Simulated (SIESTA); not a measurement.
A self-consistent single point of MnCoN₂ (R3m, 4 atoms in the cell) with SIESTA.

Computed with SIESTA 5.4.2 with GGA PBEsol, numerical atomic orbitals DZP, PseudoDojo PBEsol standard norm-conserving potentials (rewritten from UPF to PSML).

The change in words: lattice scaled by 0.98. Reference geometry:
```
CELL_PARAMETERS angstrom
      1.46372     0.84508     4.75274
     -1.46372     0.84508     4.75274
      0.00000    -1.69016     4.75274
ATOMIC_POSITIONS crystal
  Mn 0.18639 0.18639 0.18639
  Co 0.69069 0.69069 0.69069
  N  0.06623 0.06623 0.06623
  N  0.56120 0.56120 0.56120
```

Reference input (self-consistent single point, DFT, GGA PBEsol, numerical atomic orbitals DZP, PseudoDojo PBEsol standard norm-conserving potentials (rewritten from UPF to PSML)): XC.functional = GGA; XC.authors = PBEsol; potentials = PseudoDojo PBEsol standard; PAO.BasisSize = DZP; PAO.EnergyShift = 0.01 Ry; MeshCutoff = 400 Ry; kgrid.MonkhorstPack = 12 12 12; OccupationFunction = MP; OccupationMPOrder = 0; ElectronicTemperature = 3156.43 K; MaxSCFIterations = 150; SCF.Mixer.Method = Pulay. This run's input differs from it in these lines:

```diff
@@ -13,5 +13,5 @@
 %block LatticeVectors
-     2.766035592    1.596971643    8.981367493
-    -2.766035592    1.596971643    8.981367493
-     0.000000000   -3.193943286    8.981367493
+     2.710715750    1.565031492    8.801739576
+    -2.710715750    1.565031492    8.801739576
+     0.000000000   -3.130064874    8.801739576
 %endblock LatticeVectors
@@ -19,6 +19,6 @@
 %block AtomicCoordinatesAndAtomicSpecies
-     0.000000000    0.000000000    2.657586830  1
-    -0.000000000    0.000000000    9.847956837  2
-     0.000000000   -0.000000000    0.944320917  3
-    -0.000000000    0.000000000    8.001747421  3
+     0.000000000   -0.000000186    2.604434926  1
+    -0.000000000   -0.000000691    9.650997078  2
+    -0.000000000   -0.000000066    0.925434439  3
+     0.000000000   -0.000000561    7.841711967  3
 %endblock AtomicCoordinatesAndAtomicSpecies
```

Log, with long lists cut:

```
        iscf     Eharris(eV)        E_KS(eV)     FreeEng(eV)     dDmax    Ef(eV) dHmax(eV)
   scf:    1    -7585.823725    -7654.327551    -7654.452910  1.403756 -1.533640 19.120968
   scf:    2    -7686.847539    -7679.204787    -7679.298070  0.272833 -3.560741  2.206781
   scf:    3    -7678.970104    -7679.240741    -7679.332129  0.041337 -3.739737  1.862650
   scf:    4    -7679.255603    -7679.348971    -7679.440235  0.023419 -3.744936  0.755563
   scf:    5    -7679.367499    -7679.369257    -7679.461565  0.017384 -3.754750  0.364510
   [... 3 lines left out ...]
   scf:    9    -7679.373927    -7679.373556    -7679.466656  0.003625 -3.769651  0.013781
   scf:   10    -7679.373513    -7679.373537    -7679.466656  0.000167 -3.768891  0.015598
   scf:   11    -7679.373524    -7679.373534    -7679.466664  0.000137 -3.768560  0.000128
   scf:   12    -7679.373534    -7679.373534    -7679.466664  0.000002 -3.768560  0.000055
SCF Convergence by DM+H criterion
max |DM_out - DM_in|         :     0.0000024883
max |H_out - H_in|      (eV) :     0.0000547710
SCF cycle converged after 12 iterations

Using DM_out to compute the final energy and forces

siesta: E_KS(eV) =            -7679.3735

siesta: E_KS - E_eggbox =     -7679.3735

siesta: Atomic forces (eV/Ang):
     1    0.000000   -0.000005    0.377353
     2   -0.000000   -0.000004   -0.217968
     3   -0.000000    0.000005   -0.660010
     4   -0.000000    0.000005    0.507090
   Tot    0.000000    0.000001    0.006465
   Max    0.660010
   Res    0.271210    sqrt( Sum f_i^2 / 3N )
   Max    0.660010    constrained

Stress tensor Voigt[x,y,z,yz,xz,xy] (kbar):     -430.92     -430.92     -441.32       -0.00       -0.00       -0.00
(Free)E + p*V (eV/cell)    -7670.4655
   [... lines left out ...]
siesta: FreeEng =     -7679.466664
siesta: Cell volume =         33.199413 Ang**3
siesta:         434.39039770        398.82556784  kBar
   [... lines left out ...]
              0.032   0.034   0.032   0.034   0.032
   4  5.633   1.482   0.091   1.310   1.299   1.310   0.004  -0.015   0.004
              0.031   0.029   0.027   0.029   0.031

mulliken: Qtot =       42.000

Mulliken Atomic Populations:
Atom #   charge [q] valence [e]  Species
     1     0.774001   14.225999  Mn
     2     0.414202   16.585798  Co
     3    -0.554782    5.554782  N
     4    -0.633421    5.633421  N
 Total    -0.000000
```

The run converged in 12 iterations. Against the reference run the free energy rises by 98.0 meV/atom, the pressure goes from 18.25 to 43.44 GPa and the largest force goes from 0.356 to 0.660 eV/Å.

The starting cell comes from a database of computed structures (which also holds hypothetical and non-ambient phases and stackings), without a prior relaxation at this level. Its lattice was rescaled by a random factor within 2.5 % of one. For this run, on top of that: lattice scaled by 0.98. Spin polarisation is off, so a magnetic state, if there is one, cannot be reached. Values carry the incompleteness of an atom-centred basis. With a pressure of about 43 GPa the cell is away from its equilibrium volume at this level.

Cost on one core of a shared machine: roughly 3 min.
